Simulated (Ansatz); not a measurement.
Output of an Ansatz run (abridged):

```
WARN ansatz: RAYON_NUM_THREADS=1 ignored (pool sized by the plan → 1); use --threads N
Pseudopotentials: kind: paw
Pseudopotential: Rb, paw, valence charge 9
Pseudopotential: Cl, paw, valence charge 7
Crystal: 2 atoms, lattice volume = 70.160 Å³
Basis set: ecut = 420 eV, 1363 PW (Γ), exchange–correlation on 64×64×64 points (8 copies of the dense FFT grid, shifted against one another)
Bands: 12, of which v1, the nominal top of the filled ones, is band 8 counted from 1 (7 counted from 0)
Symmetry: 48 space group operations
Space group: Fm-3m (ITA 225), of the structure as read, at distance tolerance 4.1e-5 Å
k-points: 20 of 343
Initial density: superposition of atomic densities (neutral atoms: chi_scale 0, normalization atom), corrected by the library's trained network
Initial wavefunctions: pseudopotential atomic-orbital guess
Eigensolver: davidson
Functional: x = pbe(κ = 0.804, μ = 0.2195149727645171), c = pbe(β = 0.06672455060314922)
SCF iter   1: F=—  HF=-4350.748004 eV  |F-HF|=—  |Δ(HF+E_count)|=         —  Δρ=2.57e-4  dr2=6.90e-5  ethr=1.77e-3  ⟨swp⟩=8.4  Hψ=1730  notcnv=0
all-band conjugate gradients solve this SCF's bands
preconditioner: auto → none
SCF iter   2: F=—  HF=-4350.748207 eV  |F-HF|=—  |Δ(HF+E_count)|=   2.03e-4  Δρ=1.02e-4  dr2=4.06e-6  ethr=4.31e-7  ⟨swp⟩=3.5  Hψ=795  notcnv=0
SCF iter   3: F=—  HF=-4350.748216 eV  |F-HF|=—  |Δ(HF+E_count)|=   8.99e-6  Δρ=4.50e-5  dr2=8.78e-7  ethr=2.54e-8  ⟨swp⟩=2.5  Hψ=419  notcnv=0
iter 4 did not close the SCF: its close was put off for the readings that it lacked (scf_convergence_deferred on its scf_iter line)
SCF iter   4: F=-4350.748219 eV  HF=-4350.748219 eV  |F-HF|=4.54e-8  |Δ(HF+E_count)|=   3.56e-6  Δρ=4.64e-6  dr2=9.06e-9  ethr=5.49e-9  ⟨swp⟩=2.0  Hψ=409  notcnv=0
iter 5 did not close the SCF: its close was put off for the readings that it lacked (scf_convergence_deferred on its scf_iter line)
SCF iter   5: F=-4350.748219 eV  HF=-4350.748219 eV  |F-HF|=2.74e-9  |Δ(HF+E_count)|=   4.98e-8  Δρ=1.08e-6  dr2=3.78e-10  ethr=5.67e-11  ⟨swp⟩=2.0  Hψ=383  notcnv=0
SCF iter   6: F=-4350.748219 eV  HF=-4350.748219 eV  |F-HF|=1.55e-11  |Δ(HF+E_count)|=   3.06e-9  Δρ=5.44e-8  dr2=1.72e-12  ethr=2.36e-12  ⟨swp⟩=1.4  Hψ=715  notcnv=0
SCF 1 converged in 6 iterations: F = -4350.748219 eV  dr2 = 1.72e-12
SCF converged after 6 iterations
Free energy (F): -4350.748219 eV
Harris-Foulkes:  -4350.748219 eV  (|F-HF|=1.55e-11)
Internal energy: -4350.748219 eV  (E = F + TS)
E sigma→0 (E₀):  -4350.748219 eV
Fermi energy:    3.638081 eV
--- Per-component energies (eV) ---
  E_band       = -104.054712
  E_kinetic    = 355.267516
  E_local      = -803.221067  (includes V_loc(G=0)·N_el)
  E_nonlocal   = 201.650770
  E_hartree    = 218.378571
  E_xc         = -239.024447
  E_vxc        = -260.613735  (∫ρ·V_xc dr)
  E_paw        = -3277.349990  (= ΣΔE_a)
  E_vpaw       = -33.895438  (= ΣTr[D̂ρ^β])
  E_aug_tail   = 0.000089  (compensation charges beyond the density's cutoff)
  E_ewald      = -806.449662
  E_smearing   = -0.000000  (= −TS)
  E_closure    = 0.000000  (closes the sum)
  Σ components = -4350.748219   (vs F -4350.748219, Δ=0.00e0)
--- Forces (eV/Å), atoms counted from 1 ---
  atom   1  Rb    -0.00000000     0.00000000     0.00000000
  atom   2  Cl     0.00000000    -0.00000000    -0.00000000
  max |Σ_I F_I| component: 1.07e-29 eV/Å
--- Stress (GPa, compression-positive) ---
        1.158565       0.000000      -0.000000
       -0.000000       1.158565      -0.000000
       -0.000000      -0.000000       1.158565
  P = ⅓ Tr σ = 1.1586 GPa (11.586 kbar)
  The stress holds the Pulay correction. Without it, at fixed plane waves, as pw.x and ABINIT print it: P = 1.1579 GPa
--- Band table (eV; the first three rows and the last of 20) ---
  k-point 0: bands = ["-22.7796", "-10.9044", "-6.8256", "-6.8256", "-6.8256", "1.1059", "1.1059", "1.1059", "6.1574", "9.1006", "9.1006", "9.1006"]
  k-point 1: bands = ["-22.7763", "-10.9173", "-6.8279", "-6.8279", "-6.8197", "0.9048", "1.0358", "1.0358", "6.6312", "8.9612", "9.3577", "9.3577"]
  k-point 2: bands = ["-22.7690", "-10.9462", "-6.8332", "-6.8332", "-6.8068", "0.5215", "0.8857", "0.8857", "7.7401", "8.8981", "10.0898", "10.0898"]
  k-point 19: bands = ["-22.7576", "-10.8964", "-7.0271", "-6.9696", "-6.8203", "0.6310", "0.8525", "0.8631", "8.5025", "9.1935", "10.5136", "10.6664"]
```

The structure:

```xyz
2
Lattice="0.0000 3.2736 3.2736 3.2736 0.0000 3.2736 3.2736 3.2736 0.0000" Properties=species:S:1:pos:R:3 pbc="T T T"
Rb     0.0000     0.0000     0.0000
Cl     3.2736     3.2736     3.2736
```

### Question
Reconstruct the input of this run.

### Answer
Other spellings and defaults could give the same log, and not every line can be read from it. The input that was run (DFT, PBE, plane waves, default PAW files):

Ansatz 0.2 input:
```yaml
# RbCl
crystal:
  lattice:
    - [0.000000, 3.273550, 3.273550]
    - [3.273550, 0.000000, 3.273550]
    - [3.273550, 3.273550, 0.000000]
  atoms:
    - { symbol: Rb, position_ang: [0.000000, 0.000000, 0.000000] }
    - { symbol: Cl, position_ang: [3.273550, 3.273550, 3.273550] }
basis:
  ecutwfc: 420.0
kpoints:
  mp_grid: { grid: [7, 7, 7] }
hamiltonian:
  xc: pbe
  pseudopotentials: { kind: paw }
scf:
  occupations: { method: fermi_dirac, width: 0.01 }
output:
  forces: true
  eigenvalues: true
  stress: true
```

The starting cell has typed, rounded lattice constants, without a prior relaxation at this level. Its lattice was rescaled by up to half a per cent. Ansatz's pressure includes its estimate of the finite-basis (Pulay) stress.

Ansatz is a program for electronic structure.
